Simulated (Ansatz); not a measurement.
The reference is Mo in the bcc (W type) structure (space group Im-3m, No. 229; a = 3.130 Å).

One thing is altered: W takes the place of Mo on all its sites, then cell and atoms are relaxed.

Levels (all Ansatz, a quantum-chemistry and plane-wave program, PAW): PBEsol (420 eV, scalar-relativistic without spin-orbit coupling); r2SCAN (500 eV, spin-orbit coupling left out).

The geometry is relaxed with PBEsol.

```
Quantity           Value
---------------  -------
PBEsol pressure  0.0 GPa
```

With r2SCAN at the same geometry, the pressure goes from zero to 4.6 GPa.

Single points use the geometry relaxed with PBEsol. Their cutoffs differ, which shifts pressures a little. No phonon test of stability was made. All final runs are without spin polarisation.
